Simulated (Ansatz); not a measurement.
An Ansatz (a quantum-chemistry and plane-wave program) input (PBE, PAW, 420 eV (Ansatz; scalar-relativistic without spin-orbit coupling)):

Ansatz 0.2 input:
```yaml
crystal:
  lattice:
    - [0, 2.4406543658, 2.4406543658]
    - [2.4406543658, 0, 2.4406543658]
    - [2.4406543658, 2.4406543658, 0]
  atoms:
    - { symbol: Y, position: [0, 0, 0] }
    - { symbol: N, position: [0.5, 0.5, 0.5] }
basis: { ecutwfc: 420, ecutrho_ratio: 4, xc_grid: 2, fft_grid_basis: typed }
kpoints: { mp_grid: { grid: [12, 12, 12] } }
hamiltonian:
  xc: pbe
  dispersion: none
  pseudopotentials: { kind: paw }
scf: { occupations: { method: fermi_dirac, width: 0.05 }, convergence: { dr2_threshold: 0.0000000002 } }
relax: { f_tol: 0.005, max_steps: 50 }
output: { forces: true, stress: true }
checkpoint: { write: state.ck, write_every: 1000 }
```

### Question
Which symmetry and how many k-points will the program report, and about how many plane waves at Γ?

### Answer
Space group Fm-3m (ITA 225) with 48 operations, k-points 72 of 1728, and 537 plane waves at Γ.

### Question
And the final pressure?

### Answer
2.47 GPa (compression positive).

The cells carry an imposed strain or load. Whether these cells are dynamically stable was not tested. The cell was made from YN in the rock salt structure (space group Fm-3m, No. 225) by this change: isotropic strain −0.50 %.
